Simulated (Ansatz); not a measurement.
Base system: Ta₂O₅ (space group Pmmm, No. 47; a cell from a computed database, its experimental status unchecked).

```cif
data_O5Ta2
_chemical_formula_sum 'Ta2 O5'
_space_group_name_H-M_alt 'P 1'
_space_group_IT_number 1
_cell_length_a 3.67004
_cell_length_b 3.85904
_cell_length_c 6.43317
_cell_angle_alpha 90.000
_cell_angle_beta 90.000
_cell_angle_gamma 90.000
loop_
_space_group_symop_operation_xyz
  'x, y, z'
loop_
_atom_site_label
_atom_site_type_symbol
_atom_site_fract_x
_atom_site_fract_y
_atom_site_fract_z
_atom_site_occupancy
Ta1 Ta 0.50000 0.00000 0.50000 1
Ta2 Ta 0.00000 0.00000 0.00000 1
O1 O 0.50000 0.50000 0.50000 1
O2 O 0.00000 0.00000 0.67925 1
O3 O 0.00000 0.00000 0.32075 1
O4 O 0.00000 0.50000 0.00000 1
O5 O 0.50000 0.00000 0.00000 1
```

The values are results of plane-wave PAW DFT at the PBEsol level (Ansatz, a quantum-chemistry and plane-wave program, 420 eV), scalar-relativistic without spin-orbit coupling, not measurements.

For the base:

```
Quantity                Result
-------------  ---------------
Gap character  indirect, S → X
Band gap               0.32 eV
```

Now apply this change: a hydrostatic pressure of 7.5 GPa.

**Question.** Predict the new gap character and band gap.

**Answer.** The gap character goes from indirect, S → X to indirect, R → X; the band gap increases by 0.03 eV (0.32 eV → 0.35 eV).

Spin-orbit coupling, missing from the scalar runs, can matter with Ta. Load acts through the strain it causes; cell and atoms are relaxed under it. Stability against distortions was not tested. No other phases were tried under pressure.
